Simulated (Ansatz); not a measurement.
The starting structures come from a database of crystals and need not be the phases stable at ambient conditions.

 Where the default PAW files enter, the runs use the earlier of Ansatz's two default sets.

Here is the system:

```yaml
crystal:
  lattice:
    - [4.19870, 0.00000, 0.00000]
    - [0.00000, 4.19870, 0.00000]
    - [2.09935, 2.09935, 2.96893]
  atoms:
    - { symbol: Mg, position: [0.00000, 0.00000, 0.00000] }
    - { symbol: Se, position: [0.75000, 0.25000, 0.50000] }
```

Space group of this cell: F-43m, zinc blende. The cell is taken as given.

Calculation: r2SCAN (plane waves, PAW; Ansatz, an electronic-structure program).

The current runs along the normal of the first two printed vectors; no spin-orbit coupling. Scaled by the factor s: the length along the current (ions clamped). Meshes 10×10×10 and 8×8 across the current in all rows.

| s | mean pressure (GPa) | band gap (eV) |
|---|---|---|
| 0.97 | 1.9 | ? |
| 1.00 | 0.3 | 3.36 |
| 1.03 | -1.2 | 3.19 |

### Question
Take the slope of the band gap against ln s from the two given rows, extrapolate to s = 0.97, and say what the run there gives.

### Answer
Slope = (3.19 − 3.36) / ln 1.03 = -5.75 eV. The line gives 3.36 + (-5.75) × ln 0.97 = 3.54 eV. The run gives 3.44 eV, 0.10 eV under the line, 54 % of the predicted step.
